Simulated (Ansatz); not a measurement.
Consider the energy of the reaction as written. Reaction: 3 cell B → cell A. Negative: the products are lower in energy.

Cell A: a sheet of composition Au3, 3 atoms, hexagonal cell of 5.32 Å (24.5 Å²), symmetry P6/mmm, 0.0 Å thick under 16 Å of vacuum, in-plane vectors relaxed; planes from bottom to top: Au3, all atoms in one plane; a model cell; spin state with PBE: run without spin, k-point mesh 18×18×1.
```xyz
3
Lattice="5.3180 0.0000 0.0000 -2.6590 4.6055 0.0000 0.0000 0.0000 16.0000" Properties=species:S:1:pos:R:3 pbc="T T T"
Au     2.6590     0.0000     8.0000
Au    -1.3295     2.3028     8.0000
Au     1.3295     2.3028     8.0000
```

Cell B: a sheet of composition Au, 1 atom, hexagonal cell of 2.74 Å (6.5 Å²), symmetry P6/mmm, 0.0 Å thick under 16 Å of vacuum, in-plane vectors relaxed; planes from bottom to top: Au; a model cell; spin state with PBE: run without spin, k-point mesh 30×30×1.
```
Au
1.0
    2.74136     0.00000     0.00000
   -1.37068     2.37409     0.00000
    0.00000     0.00000    16.00000
Au
1
Direct
  0.00000   0.00000   0.50000
```

All numbers come from Ansatz (a first-principles code), plane waves with PAW, its PAW set soft_1, cutoff 420 eV, 500 eV for r2SCAN. The structures are at rest with PBE; other levels are single points on them. Neutral cells; Fermi-Dirac smearing of at most 0.10 eV in the solids, energies taken to zero width. The lattices are those relaxed with PBE, so at other levels the solids can be strained, which adds to the spread. A dispersion term (D3(BJ), or D4 for r2SCAN) was computed beside these levels and is taken off wherever the name lacks it. No zero-point or thermal terms. The runs are scalar-relativistic, without spin-orbit coupling. The cells' k-point meshes differ in density, so the last digit is unsettled. Cell A has symmetry P6/mmm and got no random move, so less symmetric positions, which may lie lower, weren't tried. Cell B has symmetry P6/mmm and got no random move, so less symmetric positions, which may lie lower, weren't tried.

Q: What value does r2SCAN give?

A: 1.28 eV, for 3 cell B → cell A.

Q: What do the other levels give, and how wide is the spread?

A: 
| Functional | value (eV) | less r2SCAN |
|---|---|---|
| PBE | 1.11 | -0.17 |

The levels span 0.17 eV, from PBE (1.11) to r2SCAN (1.28).
